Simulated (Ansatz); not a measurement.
We consider C (model structure, started from the Si type, Cmcm, No. 63, 12 atoms in the cell), described by LDA in Ansatz (PAW).

Run with plane-wave cutoff 520 eV, 14×14×4 k mesh (along the axes of the cell as run), Fermi–Dirac smearing 0.01 eV, scalar-relativistic PAW data made under PBE.

Cell (relaxed at this level):

C is modelled in the orthorhombic space group Cmcm (No. 63), Pearson symbol oS24. Lattice parameters: a = 2.486 Å, b = 6.982 Å, c = 8.270 Å, α = β = γ = 90.00°. C1 on 8f has 4 C at 1.507–1.573 Å. C2 on 8f is surrounded by 4 C at 1.526–1.573 Å (tetrahedral). C3 on 8f has 4 C at 1.507–1.551 Å. (Neighbours: up to the widest gap in distance over summed covalent radii, below 1.35, at either atom.)
(The calculation used a cell of 12 atoms; values per cell refer to that cell.)

Estimate the band gap that the calculation returns.


- band gap: 2.82 eV (on the SCF k mesh)

Note: the relaxation could raise the start's symmetry but not lower it, so the cell can be a saddle point.

The computed numbers hold no vibrational or temperature effects.

The result took roughly 8 core-minutes.

A model structure was made by putting elements into a prototype or built by hand; it is no filed structure, need not be a known phase, and can be a saddle point held by its symmetry.

Ansatz is an electronic-structure program.
